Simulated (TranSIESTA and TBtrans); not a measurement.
Device: Ga chain with one N atom inserted. Leads: straight Ga chain, spacing 2.55 Å. Geometry: 3 atoms about the centre moved by SIESTA (PBE, DZP) to a largest force of 0.02 eV/Å, all others as built, motion along the axis alone. Transport runs along z; the first 6 and the last 6 of the 19 atoms are the lead cells, repeated to infinity.

```xyz
19
Lattice="9.000 0.000 0.000 0.000 9.000 0.000 0.000 0.000 47.200" Properties=species:S:1:pos:R:3 pbc="F F T"
Ga     4.500     4.500     0.000
Ga     4.500     4.500     2.550
Ga     4.500     4.500     5.100
Ga     4.500     4.500     7.650
Ga     4.500     4.500    10.200
Ga     4.500     4.500    12.750
Ga     4.500     4.500    15.300
Ga     4.500     4.500    17.850
Ga     4.500     4.500    20.566
N      4.500     4.500    22.349
Ga     4.500     4.500    24.127
Ga     4.500     4.500    26.800
Ga     4.500     4.500    29.350
Ga     4.500     4.500    31.900
Ga     4.500     4.500    34.450
Ga     4.500     4.500    37.000
Ga     4.500     4.500    39.550
Ga     4.500     4.500    42.100
Ga     4.500     4.500    44.650
```
Starting moments (μB): atom 10 +1.

Run with TranSIESTA and TBtrans (open boundaries, self-consistent; PseudoDojo norm-conserving potentials, scalar-relativistic): Spin polarized, PAO.BasisSize DZP, PAO.EnergyShift 0.15 eV, XC.Authors PBE, Mesh.Cutoff 200 Ry, ElectronicTemperature 300 K, TS.Voltage 0.0 eV, TBT.Elecs.Eta 0.001 eV.

Energies count from the leads' Fermi level. Transmissions are for each spin. The energy step is 0.01 eV; narrower resonances are cut or missed.

```
E (eV)   T up  T down
------  -----  ------
-0.20   0.657   0.668
-0.15   0.741   0.766
-0.10   0.798   0.829
-0.05   0.834   0.864
0.00    0.853   0.877
0.05    0.861   0.877
0.10    0.861   0.869
0.15    0.856   0.856
0.20    0.849   0.842
```

Problem. Give the zero-bias conductance in μS and the resistance at 300 K.

Solution. At the Fermi level the mean of both spins is (0.853 + 0.877)/2 = 0.865. Averaged with −∂f/∂E over the full grid (kT = 25.9 meV) it is 0.860. With G0 = 2e²/h = 77.48 μS, G = 66.6 μS and R = 1/G = 15.0 kΩ.

Problem. The eigenchannels at the Fermi level (both spins) transmit 0.536, 0.158, 0.158, 0.530, 0.174, 0.174. What Fano factor of the shot noise follows at low temperature and bias?

Solution. F = Σ τ(1 − τ)/Σ τ = 1.05/1.73 = 0.61.

Moments were seeded on the central atoms alone, and one start was tried. The straight chain is held at its spacing; free chains may zigzag or dimerise.
